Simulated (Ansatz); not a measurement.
Take TiPt3 (space group P6_3/mmc, No. 194; a = 5.5196 Å, c = 8.9906 Å; a cell from a computed database, its experimental status unchecked) as the base.

Level of theory: PBEsol in Ansatz (plane waves to 420 eV, PAW, no SOC).

For the base:

| Item | Result |
|---|---|
| Lattice parameter a | 5.520 Å |
| Band gap | zero |

It is then changed as follows: hydrostatic tension (pressure −1 GPa).

What happens to the lattice parameter a and band gap?

The lattice parameter a goes up by 0.007 Å (5.520 Å → 5.527 Å); the band gap is still zero.

With Pt present, leaving out spin-orbit coupling can change the band edges. Load acts through the strain it causes; cell and atoms are relaxed under it. Stability against distortions was not tested. All final runs are without spin polarisation.

Ansatz is a quantum-chemistry and plane-wave program.
